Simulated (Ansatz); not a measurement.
Tb, element substitutions

Start from Tb in the hcp (Mg type) structure (space group P6_3/mmc, No. 194; a = 3.471 Å, c = 5.571 Å; ferromagnetic).

Each row replaces one element on all its sites; cell and atoms are relaxed.

Level of theory: Ansatz (a quantum-chemistry and plane-wave program) PBEsol, no spin-orbit coupling, earlier PAW set.

```csv
variant,density,c/a ratio
base,9.08 g/cm³,1.605
Tb → Hf,13.72 g/cm³,1.583
Tb → La,6.69 g/cm³,1.648
Tb → Mg,1.79 g/cm³,1.639
```

Other magnetic orders, which the real material may have, were not ruled out. Open 4f shells without U are poorly described, and the f state was not checked. No phonon test of stability was made. Spin-polarised in the final run: base; the other runs are not.
